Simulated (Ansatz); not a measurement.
BN (Fmm2, No. 42, 2 atoms in the cell; start mp-685145; a measured phase of this formula has another space group) was calculated with HSE06 in Ansatz (PAW).

Numerical settings: plane-wave cutoff 460 eV, 12×12×12 k mesh, Fermi–Dirac smearing 0.01 eV, scalar-relativistic PAW data made under PBE.

Cell (relaxed at this level):

```cif
data_BN
_chemical_formula_sum 'B1 N1'
_space_group_name_H-M_alt 'P 1'
_space_group_IT_number 1
_cell_length_a 4.61204
_cell_length_b 2.49466
_cell_length_c 4.26146
_cell_angle_alpha 81.582
_cell_angle_beta 32.349
_cell_angle_gamma 66.069
loop_
_space_group_symop_operation_xyz
  'x, y, z'
loop_
_atom_site_label
_atom_site_type_symbol
_atom_site_fract_x
_atom_site_fract_y
_atom_site_fract_z
_atom_site_occupancy
B1 B 0.00003 0.00003 0.99997 1
N1 N 0.66667 0.66667 0.33333 1
```

Problem. Predict the band gap, smallest direct gap on the k points sampled and Γ–Γ gap.

Solution. 
- band gap = 5.47 eV (on the SCF k mesh) (indirect)
- smallest direct gap on the k points sampled = 6.04 eV
- Γ–Γ gap = 7.09 eV

Note: the relaxation could not lower the start's symmetry, so the cell can be a saddle point above a distorted one; the cell has widely spaced layers and the level no dispersion term, so their spacing and the moduli can rest on weak binding.

Static lattice: no zero-point or thermal effects.

Computing time: about 120 core-minutes (a rough figure).

A start named mp-… is a Materials Project structure, which need not be a measured phase.

Ansatz is a quantum-chemistry and plane-wave program.
